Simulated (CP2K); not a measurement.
Worked example: self-consistent single point of Sc2Co (I4/mcm, 6 atoms in the cell) in CP2K.

Computed with PBEsol, GPW, DZVP-MOLOPT-PBE-GTH basis, GTH-PBE potentials (POTENTIAL_UZH) (CP2K).

The change in words: lattice scaled by 0.98. Reference geometry:
```yaml
crystal:
  lattice:
    - [5.27327, 0.00000, 0.00000]
    - [-2.25373, 4.76740, 0.00000]
    - [-1.50977, -2.38370, 4.45488]
  atoms:
    - { symbol: Sc, position: [0.32159, 0.82159, 0.14318] }
    - { symbol: Sc, position: [0.67841, 0.17841, 0.85682] }
    - { symbol: Sc, position: [0.82159, 0.67841, 0.50000] }
    - { symbol: Sc, position: [0.17841, 0.32159, 0.50000] }
    - { symbol: Co, position: [0.75000, 0.75000, 0.00000] }
    - { symbol: Co, position: [0.25000, 0.25000, 0.00000] }
```

Reference input (self-consistent single point, DFT PBEsol, GPW, DZVP-MOLOPT-PBE-GTH basis, GTH-PBE potentials (POTENTIAL_UZH)): CUTOFF = 650 Ry; REL_CUTOFF = 50 Ry; SMEAR/METHOD = FERMI_DIRAC; ELECTRONIC_TEMPERATURE = 580.23 K; KPOINTS/SCHEME = MONKHORST-PACK 5 5 5; XC_FUNCTIONAL = PBE:PBESOL; Sc/BASIS_SET = DZVP-MOLOPT-PBE-GTH-q11; Sc/POTENTIAL = GTH-PBE-q11; Co/BASIS_SET = DZVP-MOLOPT-PBE-GTH-q17; Co/POTENTIAL = GTH-PBE-q17; METHOD = GPW; EPS_DEFAULT = 1e-10. This run's input differs from it in these lines:

```diff
@@ -66,5 +66,5 @@
     &CELL
-      A 5.27327200 0.00000000 0.00000000
-      B -2.25372700 4.76740200 0.00000000
-      C -1.50977300 -2.38370100 4.45488000
+      A 5.16780600 0.00000000 0.00000000
+      B -2.20865100 4.67205300 0.00000000
+      C -1.47957800 -2.33602700 4.36578200
       PERIODIC XYZ
```

Log, with long lists cut:

```
 SCF WAVEFUNCTION OPTIMIZATION

  Step     Update method      Time    Convergence         Total energy    Change
     1 NoMix/Diag. 0.20E+00      -     1.11626394      -478.6654442570 -4.79E+02
     2 Broy./Diag. 0.20E+00      -     0.21946681      -473.5995147591  5.07E+00
     3 Broy./Diag. 0.20E+00      -     0.05933476      -480.6406085484 -7.04E+00
     4 Broy./Diag. 0.20E+00      -     0.07243350      -477.0189380788  3.62E+00
     5 Broy./Diag. 0.20E+00      -     0.04605109      -477.4343656525 -4.15E-01
     6 Broy./Diag. 0.20E+00      -     0.01638581      -476.2254805238  1.21E+00
   [... 10 lines left out ...]
    17 Broy./Diag. 0.20E+00      -     0.00000173      -476.6327240721 -6.67E-06
    18 Broy./Diag. 0.20E+00      -     0.00000061      -476.6327633869 -3.93E-05
    19 Broy./Diag. 0.20E+00      -     0.00000027      -476.6327699154 -6.53E-06
    20 Broy./Diag. 0.20E+00      -     0.00000004      -476.6327636136  6.30E-06
  *** SCF run converged in    20 steps ***

  Overlap energy of the core charge distribution:               0.00000000000000
  Self energy of the core charge distribution:               -815.59347305938240
  Core Hamiltonian energy:                                    216.47976284061639
  Hartree energy:                                             176.49261645697047
  Exchange-correlation energy:                                -54.00943621690028
  Electronic entropic energy:                                  -0.00223363507283
  Fermi energy:                                                 0.37266317183891

  Total energy:                                              -476.63276361362091
  Total energy (extrapolated to T->0):                       -476.63164679608451

   [... lines left out ...]

 STRESS| Analytical stress tensor [bar]
 STRESS|                        x                   y                   z
 STRESS|      x        1.61399009014E+04  -4.39679617596E+02   7.68961857363E+00
 STRESS|      y       -4.39679617596E+02   1.57243041761E+04   1.21197785221E+01
 STRESS|      z        7.68961857363E+00   1.21197785221E+01   1.64427971775E+04
 STRESS| 1/3 Trace                                             1.61023340850E+04
```

The run converged in 20 iterations. Against the reference run the free energy falls by 9.3 meV/atom, the pressure goes from -4.07 to 1.61 GPa and the largest force goes from 0.065 to 0.046 eV/Å.

The starting cell comes from a database of computed structures (which also holds hypothetical and non-ambient phases and stackings), without a prior relaxation at this level. Its lattice was rescaled by a random factor within 2.5 % of one. For this run, on top of that: lattice scaled by 0.98. Spin polarisation is off. Values carry the incompleteness of an atom-centred basis. The potentials were made for another functional than the one used.

Cost on one core of a shared machine: roughly 4 min.
